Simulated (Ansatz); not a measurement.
Effect of biaxial strain +4.23 %, plane normal [110], relaxed out of plane on YAs

The parent structure is YAs in the rock salt structure (space group Fm-3m, No. 225; a = 5.7481 Å; a model cell; relaxed with 0.1 eV smearing). Axes: x, y, z lie along the cube axes.

The change: biaxial strain +4.23 %, plane normal [110], relaxed out of plane (Cartesian); in-plane vectors clamped, the third vector and the atoms free.

Method: plane-wave PAW DFT at the PBEsol level (Ansatz, an electronic-structure program, 420 eV), no SOC. k-mesh 17×17×17 (Γ-centred); smearing 0.1 eV (Fermi–Dirac).

```csv
quantity,base,changed,shift
shortest interatomic distance,2.874 Å,2.899 Å,+0.025 Å
energy relative to the base (free energy F),0 meV/atom,+41 meV/atom,+41 meV/atom
"pressure (mean of the normal stresses, compression positive)",0.0 GPa,-4.1 GPa,-4.1 GPa
band gap,zero,zero,–
out-of-plane strain,–,-2.58 %,–
ratio −ε⊥/ε∥,–,0.61,–
```

A biaxial case was relaxed in a doubled cell and then solved in the primitive one. Whether these cells are dynamically stable was not tested. All final runs are without spin polarisation.
